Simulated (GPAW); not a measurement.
GPAW run on TaGaNi6 (P4/mmm, 8 atoms in the cell): self-consistent single point.

Method of the run: LDA (Perdew-Wang 92), GPAW PAW datasets LDA (gpaw-data 1.0.1) (plane waves; GPAW 25.7.0).

```yaml
crystal:
  lattice:
    - [3.65600, 0.00000, 0.00000]
    - [0.00000, 3.65600, 0.00000]
    - [0.00000, 0.00000, 7.24997]
  atoms:
    - { symbol: Ta, position: [0.00000, 0.00000, 0.50000] }
    - { symbol: Ga, position: [0.00000, 0.00000, 0.00000] }
    - { symbol: Ni, position: [0.50000, 0.50000, 0.00000] }
    - { symbol: Ni, position: [0.50000, 0.50000, 0.50000] }
    - { symbol: Ni, position: [0.50000, 0.00000, 0.24671] }
    - { symbol: Ni, position: [0.50000, 0.00000, 0.75329] }
    - { symbol: Ni, position: [0.00000, 0.50000, 0.24671] }
    - { symbol: Ni, position: [0.00000, 0.50000, 0.75329] }
```

Reference input (self-consistent single point, DFT PBEsol, plane waves, GPAW PAW datasets PBEsol (made by gpaw-setup)): mode = pw; ecut = 800 eV; xc = PBEsol; kpts = 6 6 3; mesh shift (steps) = 0 0 0; occupations.name = methfessel-paxton; occupations.width = 0.136 eV; occupations.order = 0; nbands = -16; convergence.density = 1e-05 e/electron; symmetry.symmorphic = false; symmetry.tolerance = 0.0005. This run's input differs from it in these lines:

```diff
@@ -19,3 +19,3 @@
 calc = GPAW(mode={'name': 'pw', 'ecut': 800},
-            xc='PBEsol',
+            xc='LDA',
             kpts={'size': (6, 6, 3), 'gamma': True},
```

Its files differ too (potentials: GPAW PAW datasets LDA (gpaw-data 1.0.1)).

The program printed (abridged):

```
     iter     time        total  log10-change:
                         energy   eigst   dens
iter:   1 --:--:--   -70.173981
iter:   2 --:--:--   -69.030796   -0.22  -1.54
iter:   3 --:--:--   -68.206139   -0.72  -1.62
iter:   4 --:--:--   -68.146559   -1.26  -1.70
iter:   5 --:--:--   -68.032550   -1.86  -1.91
iter:   6 --:--:--   -68.081550   -2.29  -2.02
iter:   7 --:--:--   -68.101418   -2.57  -2.14
iter:   8 --:--:--   -68.094934c  -3.36  -2.38
iter:   9 --:--:--   -68.076277c  -3.31  -2.44
iter:  10 --:--:--   -68.077570c  -4.24  -2.88
iter:  11 --:--:--   -68.077043c  -4.77  -3.01
iter:  12 --:--:--   -68.077512c  -4.32  -3.12
iter:  13 --:--:--   -68.076438c  -4.80  -3.22
iter:  14 --:--:--   -68.076431c  -6.22  -3.90
iter:  15 --:--:--   -68.076414c  -6.36  -3.97
iter:  16 --:--:--   -68.076406c  -6.83  -4.20
iter:  17 --:--:--   -68.076406c  -8.18c -4.36
iter:  18 --:--:--   -68.076404c  -7.81c -4.40
iter:  19 --:--:--   -68.076404c  -8.04c -4.51
iter:  20 --:--:--   -68.076404c  -8.26c -4.56
iter:  21 --:--:--   -68.076404c  -8.79c -4.65
iter:  22 --:--:--   -68.076402c  -7.46c -4.70
iter:  23 --:--:--   -68.076403c  -8.63c -5.32c
Converged after 23 iterations.

Dipole moment: (-0.000000, -0.000000, -0.000000) |e|*Ang

Energy contributions relative to reference atoms: (reference = -724533.950904)

Kinetic:        +33.280455
Potential:      -23.392197
External:        +0.000000
XC:             -78.153606
Entropy (-ST):   -0.014554
Local:           +0.196222
SIC:             +0.000000
--------------------------
Free energy:    -68.083680
Extrapolated:   -68.076403

Showing only first 2 kpts
 Kpt  Band  Eigenvalues  Occupancy
  0    54      8.83344    1.94005
  0    55     10.11243    0.00000
  0    56     10.11243    0.00000
  0    57     10.33647    0.00000

  1    54      8.78239    1.98414
  1    55      9.12744    0.23958
  1    56      9.59327    0.00000
  1    57      9.59327    0.00000

Fermi level: 9.01435

No gap
   [... lines left out ...]
  2 Ni    0.00000    0.00000    0.00000
  3 Ni    0.00000    0.00000    0.00000
  4 Ni    0.00000    0.00000    0.22902
  5 Ni    0.00000    0.00000   -0.22902
  6 Ni   -0.00000    0.00000    0.22902
  7 Ni   -0.00000    0.00000   -0.22902

Stress tensor:
     0.103861     0.000000     0.000000
     0.000000     0.103861     0.000000
     0.000000     0.000000     0.109236
Stress (GPa, Voigt): [16.6403 16.6403 17.5016  0.      0.      0.    ]
```

The run converged in 23 iterations. GPAW prints stress with tension positive. Against the reference run the pressure goes from -9.90 to -16.93 GPa and the largest force goes from 0.168 to 0.229 eV/Å.

The starting cell comes from a database of computed structures (which also holds hypothetical and non-ambient phases and stackings), without a prior relaxation at this level. Its lattice was rescaled by a random factor within 2.5 % of one. Spin polarisation is off. With a pressure of about -17 GPa the cell is away from its equilibrium volume at this level.

Cost on one core of a shared machine: roughly 5 min.
